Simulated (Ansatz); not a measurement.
Habitual settings against a tight run: LiCl (Fm-3m, 2 atoms in the cell)

Self-consistent single point.

```xyz
2
Lattice="0.0000 2.5342 2.5342 2.5342 0.0000 2.5342 2.5342 2.5342 0.0000" Properties=species:S:1:pos:R:3 pbc="T T T"
Li     0.0000     0.0000     0.0000
Cl     2.5342     2.5342     2.5342
```

Method: PBE, PAW files (plane waves; Ansatz, a first-principles code).

Base settings: basis.ecutwfc = 30.9 Ry; kpoints.mp_grid.grid = 11 11 11; hamiltonian.xc = pbe; hamiltonian.pseudopotentials = {kind: paw} (the program's default PAW files); scf.occupations.method = fixed.

Tight run (finer mesh or higher cutoff; not a proven limit): basis.ecutwfc: 30.9 Ry → 43.4 Ry; kpoints.mp_grid.grid: 11 11 11 → 15 15 15; scf.convergence.dr2_threshold: default (1e-07 eV) → 1e-09 eV. It gave top of the valence band (on the code's own zero) 2.01 eV; gap on the k-point mesh 6.54 eV; pressure 1.70 GPa.

Quick runs, as changes from the base:
- A: the base itself
- B: basis.ecutwfc: 30.9 Ry → 18.4 Ry; kpoints.mp_grid.grid: 11 11 11 → 3 3 3; hamiltonian.xc: pbe → lda; scf.convergence.dr2_threshold: default (1e-07 eV) → 0.001 eV [LDA (PW92)]
- C: kpoints.mp_grid.grid: 11 11 11 → 4 4 4; hamiltonian.xc: pbe → lda; scf.occupations.method: fixed → fermi_dirac; scf.occupations.width: default → 0.0367 Ry [LDA (PW92)]
- D: basis.ecutwfc: 30.9 Ry → 18.4 Ry; kpoints.mp_grid.grid: 11 11 11 → 6 6 6; scf.occupations.method: fixed → cold; scf.occupations.width: default → 0.0367 Ry
- E: basis.ecutwfc: 30.9 Ry → 24.6 Ry; kpoints.mp_grid.grid: 11 11 11 → 6 6 6; scf.convergence.dr2_threshold: default (1e-07 eV) → 0.001 eV
- F: basis.ecutwfc: 30.9 Ry → 24.6 Ry; kpoints.mp_grid.grid: 11 11 11 → 2 2 2; scf.occupations.method: fixed → fermi_dirac; scf.occupations.width: default → 0.01 Ry
- G: kpoints.mp_grid.grid: 11 11 11 → 3 3 3; hamiltonian.xc: pbe → b3lyp [B3LYP]
- H: kpoints.mp_grid.grid: 11 11 11 → 2 2 2; hamiltonian.xc: pbe → hse06 [HSE06]

Energies are extrapolated to zero smearing width, which holds to low order in the width alone.

Dashes: energy of B, C, G, H, another energy zero; count of G, H, another kind of functional, whose work the count does not hold.

Gaps are read on each run's own mesh, which may miss the band edges.

† marks runs with another functional, U, potentials or spin treatment: their distance from the tight run is not a convergence error alone.

The count of work is k-points × plane waves × bands × iterations; it is no time. 

Pressures in the table are Ansatz's without its Pulay estimate, at a fixed set of plane waves; the tight run's value above holds the estimate.

The starting cell comes from a database of computed structures (which also holds hypothetical and non-ambient phases and stackings), without a prior relaxation at this level. Its lattice was rescaled by a random factor within 2.5 % of one.

| run | energy less tight (meV/atom) | pressure less tight (GPa) | gap on the mesh less tight (eV) | count of work / tight |
|---|---|---|---|---|
| A | 0.1 | 0.00 | 0.001 | 0.23 |
| B† | – | -4.25 | -0.344 | 0.0051 |
| C† | – | -3.77 | -0.343 | 0.036 |
| D | 16.1 | -1.14 | 0.026 | 0.030 |
| E | 0.7 | -0.03 | 0.002 | 0.033 |
| F | 290.2 | 5.93 | -0.088 | 0.0092 |
| G† | – | 1.29 | 1.853 | – |
| H† | – | 5.19 | 1.449 | – |

Among the runs at the tight run's level, the energy misses run from 0.1 to 290.2 meV/atom.

Keys are those of Ansatz 0.2.
